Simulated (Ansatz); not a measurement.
The parent structure is InSb in the zinc blende structure (space group F-43m, No. 216; a = 6.4497 Å). Axes: x, y, z lie along the cube axes.

The values are results of LDA (Ansatz, a program for electronic structure, PAW, without spin-orbit coupling), not measurements.

Before the change:

The pressure comes out as 0.0 GPa and the shortest interatomic distance is 2.793 Å.

Now apply this change: the cell is compressed by 2.50 % along z with no lateral relaxation, atoms relaxed at fixed cell.

### Question
What does the calculation give for the energy relative to the base after the change?

### Answer
The energy grows by 4.4 meV/atom.

### Question
How does this affect the pressure?

### Answer
The pressure (mean of the normal stresses, compression positive) goes from zero to 1.2 GPa.

### Question
What happens to the shortest interatomic distance?

### Answer
The shortest interatomic distance falls by 0.023 Å to 2.770 Å.

The cells carry an imposed strain or load. No phonon test of stability was made. The final runs are not spin-polarised.
